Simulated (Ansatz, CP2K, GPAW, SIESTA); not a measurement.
## One structure in several programs: PbS (Fm-3m, 2 atoms in the cell)

Band-structure calculation.

```xyz
2
Lattice="0.0000 2.9700 2.9700 2.9700 0.0000 2.9700 2.9700 2.9700 0.0000" Properties=species:S:1:pos:R:3 pbc="T T T"
Pb     0.0000     0.0000     0.0000
S      2.9700     2.9700     2.9700
```

Shared settings, as Ansatz (a first-principles code) writes them: kpoints.mp_grid.grid = 7 7 7; scf.occupations.method = fermi_dirac; scf.occupations.width = 0.05 eV. Potentials and cutoffs stand in the table.

```json
[
 {"code": "CP2K", "model": "PBE, GPW, DZVP-MOLOPT-SR-GTH basis, GTH-PBE potentials (GTH_POTENTIALS)", "gap along the path (eV)": "0.37", "smallest direct gap (eV)": "0.37", "cutoff": "grid 400 Ry"},
 {"code": "GPAW", "model": "PBE, GPAW PAW datasets PBE (gpaw-data 1.0.1)", "gap along the path (eV)": "0.33", "smallest direct gap (eV)": "0.33", "cutoff": "550 eV"},
 {"code": "Ansatz", "model": "PBE, default PAW files", "gap along the path (eV)": "0.37", "smallest direct gap (eV)": "0.37", "cutoff": "default"},
 {"code": "SIESTA", "model": "GGA PBE, numerical atomic orbitals TZP, PseudoDojo PBE standard norm-conserving potentials (rewritten from UPF to PSML)", "gap along the path (eV)": "0.48", "smallest direct gap (eV)": "0.48", "cutoff": "grid 350 Ry"}
]
```

On Ansatz's run: spin-orbit coupling is off.

The spread over the programs that give each value: gap along the path within 0.15 eV; smallest direct gap within 0.15 eV.

CP2K and SIESTA use small atom-centred bases, whose incompleteness enters pressures, forces and empty levels differently from a plane-wave cutoff.

The starting cell has typed, rounded lattice constants, without a prior relaxation at this level.

Left out of this page: Quantum ESPRESSO, Elk and FLEUR (not drawn, or without a comparable value); ABINIT (with a known weakness of the program).

Keys are those of Ansatz 0.2.
